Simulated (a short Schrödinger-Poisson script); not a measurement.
Stack: gated In0.52Al0.48As/In0.53Ga0.47As δ-doped gas in a quantum well, at 77 K.

| layer | material | thickness (nm) | Na (cm⁻³) |
|---|---|---|---|
| 1 | In0.52Al0.48As | 8 | - |
| 2 | In0.52Al0.48As | 10 | - |
| 3 | In0.53Ga0.47As | 6 | - |
| 4 | In0.52Al0.48As | 4000 | 3e14 |

The device is made up for the run: typed textbook-type constants, with dimensions and the other settings drawn at random. In0.52Al0.48As: permittivity 12.5, conduction-band edge (eV) 0.52, gap (eV) 1.45, electron mass (mₑ) 0.075, Nv at 300 K (cm⁻³) 1.1e19. In0.53Ga0.47As: permittivity 13.9, conduction-band edge (eV) 0, gap (eV) 0.74, Nv at 300 K (cm⁻³) 7.7e18.

Channel valleys (confinement mass, in-plane density-of-states mass, number): Γ 0.041, 0.041, 1. At the gate the conduction-band edge of layer 1 lies 0.65 eV − eVg above the Fermi level of the channel; the field vanishes at the back. Sheet of ionised δ-doping: +4e12 e/cm² at 8 nm from the gate. The barrier under the gate holds no holes. Gaps are held at their typed values at every temperature. Mesh 0.08 nm at interfaces.

From a short Schrödinger-Poisson script (our own, NumPy): 1D Poisson equation in equilibrium, electrons quantum, Hartree (BenDaniel-Duke, 40 states a valley, the channel's in-plane mass for all, wave functions free to enter the barrier), parabolic valleys, classical holes, full ionisation, no traps, pinning or gate leakage.

The same stack at other levels of the model or other numerical settings:

```tsv
run	sheet density of all electrons at Vg = 0.4 V (cm⁻²)	sheet density of all electrons at Vg = -0.1 V (cm⁻²)	capacitance at Vg = 0.4 V (μF/cm²)	centroid of the channel electrons at Vg = 0.4 V (nm)	rough cost against the base
base	1.79e12	3.31e11	0.471	2.82	about 1
electrons treated as classical, Boltzmann	2.55e12	6.96e11	___	___	0.03
electrons treated as classical, Fermi-Dirac	1.84e12	___	0.464	2.73	0.1
electrons treated as quantum, Hartree plus LDA exchange-correlation	1.84e12	3.60e11	0.475	2.81	1
mesh six times as coarse	1.78e12	3.26e11	0.471	2.81	0.2
one subband a valley	1.79e12	3.31e11	0.471	2.82	0.2
```

Fill in the missing entries.


- electrons treated as classical, Boltzmann, capacitance at Vg = 0.4 V (μF/cm²): 0.602
- electrons treated as classical, Fermi-Dirac, sheet density of all electrons at Vg = -0.1 V (cm⁻²): 4.82e11
- electrons treated as classical, Boltzmann, centroid of the channel electrons at Vg = 0.4 V (nm): 0.90

The classical rows ignore confinement, and Boltzmann statistics overrate the density once the band edge passes the Fermi level.
